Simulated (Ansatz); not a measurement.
## BN in the zinc blende structure (space group F-43m, No. 216)

```xyz
2
Lattice="0.0000 1.8123 1.8123 1.8123 0.0000 1.8123 1.8123 1.8123 0.0000" Properties=species:S:1:pos:R:3 pbc="T T T"
B      0.0000     0.0000     0.0000
N      0.9062     0.9062     0.9062
```

All numbers come from Ansatz (an electronic-structure program) PBE, scalar-relativistic without spin-orbit coupling. Γ-centred 16×16×16 mesh, Fermi–Dirac width 0.05 eV.

| Property | Result |
|---|---|
| Volume per atom | 5.95 Å³ |
| Density | 3.46 g/cm³ |
| Band gap | 4.46 eV, indirect, Γ → X |
| Electron mass | 0.91 mₑ along k, 0.30 mₑ across |
| Hole mass (degenerate bands, along [100]) | 0.50, 0.53, 0.53 mₑ |
| Lowest conduction-band minima above the VBM | X along ⟨100⟩ 4.46 eV |
| Total energy | -271.138 eV/atom (σ→0; compares only within this code and set-up) |

Effective masses come from finite differences of ±0.01 Å⁻¹. Along k means along the line from Γ to the band edge. Whether these cells are dynamically stable was not tested.
